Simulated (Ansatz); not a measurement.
```xyz
42
Lattice="4.4995 0.0000 0.0001 4.4995 6.3617 0.1399 0.0003 -2.1366 23.5347" Properties=species:S:1:pos:R:3 pbc="T T T"
Mg     5.6247     1.3500     3.3209
Mg     3.3760     1.4161     1.0298
Mg     7.8718     4.5993     1.1000
Mg     5.6239     4.5624     3.3911
Mg     5.6246     1.2597     7.8125
Mg     3.3747     1.3205     5.5504
Mg     7.8740     4.4924     5.6192
Mg     5.6247     4.4500     7.8830
Mg     5.6229     1.1636    12.3359
Mg     3.3745     1.2258    10.0414
Mg     7.8749     4.3760    10.1081
Mg     5.6268     4.3502    12.4006
Si     3.3743    -0.2241     3.2383
Si     5.6243     3.0037     1.1907
Si     3.3748    -0.3272     7.7511
Si     5.6245     2.9066     5.6113
Si     3.3747    -0.4296    12.1676
Si     5.6249     2.8009    10.1230
Hf     5.6251     2.6469    16.0260
Hf     1.1251    -0.5335    15.9467
Hf     7.8791     4.2847    14.5424
Hf     3.3717     1.0829    14.4820
Hf     1.1252    -0.6021    19.2651
Hf     5.6243     2.5689    19.3458
Hf     3.3746     1.0134    17.6320
Hf     7.8744     4.2059    17.6876
Hf     5.6201     2.4905    22.4905
Hf     1.1281    -0.6697    22.4151
Hf     7.8738     4.1285    21.0096
Hf     3.3748     0.9463    20.9486
N      5.6242     4.2517    14.5624
N      5.6248     1.1081    14.4928
N      3.3743     2.6467    16.0752
N      3.3752    -0.5332    15.9595
N      5.6245     1.0229    17.6546
N      5.6248     4.1980    17.7318
N      3.3748    -0.6116    19.2418
N      3.3745     2.5772    19.3030
N      5.6250     4.1276    20.9597
N      5.6242     0.9454    20.9351
N      3.3751     2.5231    22.4695
N      3.3746    -0.6955    22.4052
```

The first 18 atoms are the substrate (Mg2Si), the rest the film (HfN-rs).

Calculation: PBE (plane waves to 420 eV, PAW; Ansatz, a program for electronic structure). Scalar-relativistic, without spin–orbit coupling; the runs are not spin-polarised; PBE gaps are too small against experiment. Its k-point mesh 7×4×1, Fermi–Dirac width 0.05 eV.

Problem. Describe the bonding at the interfaces and give the barriers.

Solution. A periodic stack without vacuum, rock-salt HfN (1 1 0) on antifluorite Mg2Si (1 1 0) (film strained to the substrate, started from cuts of the bulks and a machine-learned relaxation; slabs Mg12Si6 and Hf12N12, which can lie off the formulas): substrate slab Mg12Si6, film Hf12N12, surface cells [[0, -1], [1, -1]] and [[1, 0], [1, 2]], film strained by -1.1 and -1.1 %, outermost planes MgSi/MgSi and HfN/HfN as cut, which need not be the usual terminations and can put a slab off its formula.
```
Property                                                                                    Value
--------------------------------------------------------------------------------  ---------------
interface area                                                                            28.6 Å²
period                                                                                    23.58 Å
heights between the nearest atoms of the two slabs at the two interfaces          2.14 and 2.14 Å
Hf–Mg contacts across the interfaces within 1.22 times the sum of covalent radii   8, mean 3.11 Å
Mg–N contacts across the interfaces within 1.22 times the sum of covalent radii    4, mean 2.16 Å
Hf–Si contacts across the interfaces within 1.22 times the sum of covalent radii   4, mean 2.77 Å
hole barrier (PBE)                                                                        0.14 eV
electron barrier (PBE)                                                                    0.08 eV
```
